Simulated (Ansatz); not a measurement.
**Defect calculation: N on the Nb site (N_Nb) in metastable rock-salt NbN**

Level of theory: PBE, PAW (plane waves to 420 eV; Ansatz, a program for electronic structure). Cell and caveats: 64-site cell; 4×4×4 shifted k-points; start: the Nb site; energies good to tenths of an eV; the relaxation kept the symmetry of the starting site.

Neighbours after relaxation, in Å: of the N atom: N 2.02, N 2.02, N 2.02, N 2.02, N 2.02, N 2.02.

Formation energies E_f are those of the neutral cell. Chemical conditions: N-rich (Δμ(N) = 0.00 eV, Δμ(Nb) = -1.91 eV; only phases computed here count, gases as isolated molecules at 0 K); Nb-rich (Δμ(N) = -1.91 eV, Δμ(Nb) = 0.00 eV; only phases computed here count, gases as isolated molecules at 0 K). Reference phases: N: N2 molecule in a box, Nb: bcc Nb.

```tsv
charge	moment (μB)	point group	largest move off a lattice site (Å)	E_f, N-rich (eV)	E_f, Nb-rich (eV)
0	not spin-polarised	Oh	0.19	6.82	10.65
```

Point groups are those of the whole cell at tolerances of 0.03 and 0.1 Å ("near" where only the looser one holds); none is given for unsettled states.

All states together cost roughly 11 core-minutes.
